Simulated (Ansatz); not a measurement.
The starting structures come from a database of crystals and need not be the phases stable at ambient conditions.

Tunnelling through a barrier is set by its complex band structure: the current falls as exp(−2κd) with the smallest κ.

Here is the system:

```
MgSe2
1.0
    6.46000     0.00000     0.00000
    0.00000     9.13582     0.00000
    0.00000     4.56791     4.56791
Mg Se
4 8
Direct
  0.00000   0.50000   0.00000
  0.50000   0.00000   0.50000
  0.00000   0.00000   0.00000
  0.50000   0.50000   0.50000
  0.60620   0.89380   0.00000
  0.39380   0.10620   0.00000
  0.10620   0.60620   0.50000
  0.89380   0.39380   0.50000
  0.39380   0.39380   0.21240
  0.60620   0.60620   0.78760
  0.89380   0.10620   0.28760
  0.10620   0.89380   0.71240
```

Space group of this cell: Pa-3. The cell is taken as given.

Transport runs along the normal of the first two printed cell vectors, the (110) plane of the conventional cell.

The gap is the functional's own, uncorrected, and κ follows it; spin-orbit coupling is left out. Mid-gap values are interpolated between the computed energies.

Q: Compute, with r2SCAN in Ansatz (a first-principles code), the band gap and the smallest decay constant κ at mid-gap.

A: Gap 2.09 eV on a 8×8×8 mesh; κ = 0.239 1/Å, at (0.167, 0.500) of the in-plane reciprocal vectors. At the zone centre, at the nearest computed energy, the slowest state has κ = 0.25 1/Å.
